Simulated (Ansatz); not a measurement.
Start from InP in the zinc blende structure (space group F-43m, No. 216; a = 5.878 Å).

Levels (all Ansatz, an electronic-structure program, PAW): PBEsol (420 eV, no spin-orbit coupling); r2SCAN (500 eV, without spin-orbit coupling); HSE06 (420 eV, no spin-orbit coupling).

At the geometry relaxed with PBEsol, these levels gave the following band gaps, in shuffled order: (a) 1.45 eV, (b) 0.57 eV, (c) 1.11 eV.

Match each gap to its level.

(a) HSE06; (b) PBEsol; (c) r2SCAN.

Single points use the geometry relaxed with PBEsol. Stability against distortions was not tested.
